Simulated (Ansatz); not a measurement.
Start from BN in the h-BN type structure (space group P6_3/mmc, No. 194; a = 2.5064 Å, c = 6.6138 Å; layered, stacked along the Cartesian z axis). Axes: x lies along a and z along c of the hexagonal cell.

Calculations: Ansatz (a program for electronic structure), PBE-D3(BJ), PAW, cutoff 420 eV, no spin-orbit coupling.

One thing is altered: the cell is stretched by 3.03 % along z with no lateral relaxation, atoms relaxed at fixed cell.

Task: Predict the stress tensor and what it implies for the stiffness.

Result: Stress of the strained cell less that of the base (GPa, compression positive):
```
   0.06    0.00    0.00
   0.00    0.06    0.00
   0.00    0.00   -0.72
```

Then −Δσ_ii/ε with ε = 0.0303 gives secant stiffness values (nonlinear terms included at this strain): C33 ≈ 24 GPa.

Stability against distortions was not tested.
